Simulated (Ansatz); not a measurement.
Defect: interstitial C in silicon with all lengths changed by +1 %, neutral cell. The step: a concerted move, in which C travels most; the atom moves 1.44 Å along (-0.05, 0.05, 0.25) of the unit cell; the moving atom starts with neighbours Si at 1.75, 2 Si at 1.83 Å and ends with Si at 1.75, 2 Si at 1.83 Å. DFT values are from Ansatz (plane-wave PAW, 420 eV unless said) in a cell of 64 host sites, spin-restricted, static, with no finite-size correction. The charge state is imposed; whether it is stable for some Fermi level was not computed. Sites that were not tried may lie lower. For the PBE band: the saddle point's order was not checked, and it lies on a symmetry element of the cell, where a band can be held.

```tsv
Level	Forward barrier (eV)	Cost of the band or of the saddle's single point
CHGNet universal potential (has no charge state), its own band	0.48	-
PBE, a 2×2×2 k-point mesh shifted by half a step, band relaxed	0.55	around 40 core-minutes (rough)
PBE, a 3×3×3 k-point mesh shifted by half a step, same geometries	0.57	roughly 8 core-minutes
```

Ansatz is an electronic-structure program.
